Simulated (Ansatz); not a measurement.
Start from TiAl (space group P4/mmm, No. 123; a = 2.824 Å, c = 4.075 Å; relaxed with 0.1 eV smearing). Axes: x, y, z lie along a, b, c of the conventional cell.

Computed with PBE in Ansatz (plane waves to 420 eV, PAW, no spin-orbit coupling).

Now apply this change: the cell is stretched by 1.50 % along z with no lateral relaxation, atoms relaxed at fixed cell.

Question: Predict the stress tensor and what it implies for the stiffness.

Answer: Stress of the strained cell less that of the base (GPa, compression positive):
```
   -1.2     0.0     0.0
    0.0    -1.2     0.0
    0.0     0.0    -2.5
```

Then −Δσ_ii/ε with ε = 0.0150 gives secant stiffness values (nonlinear terms included at this strain): C33 ≈ 166 GPa, C13 ≈ 80 GPa and C23 ≈ 80 GPa.

Stability against distortions was not tested. All final runs are without spin polarisation.

Ansatz is an electronic-structure program.
